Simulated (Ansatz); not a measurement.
Take PtTe2 (space group P-3m1, No. 164; a = 4.053 Å, c = 5.097 Å; layered; relaxed with 0.1 eV smearing) as the base. Axes: x lies along a and z along c of the hexagonal cell.

The values are results of PBE-D3(BJ) (Ansatz, a quantum-chemistry and plane-wave program, PAW, no spin-orbit coupling), not measurements.

For the base:

```
Quantity   Result
--------  -------
Pressure  0.0 GPa
```

Now apply this change: uniaxial strain ε_zz = −1.50 %, all other strain components held at zero; the atoms relax in the strained cell.

What happens to the energy relative to the base, pressure and largest internal atomic displacement?

The energy increases by 1.4 meV/atom; the pressure (mean of the normal stresses, compression positive) goes from zero to 0.9 GPa; the largest internal atomic displacement amounts to 0.011 Å.

No phonon test of stability was made. All final runs are without spin polarisation.
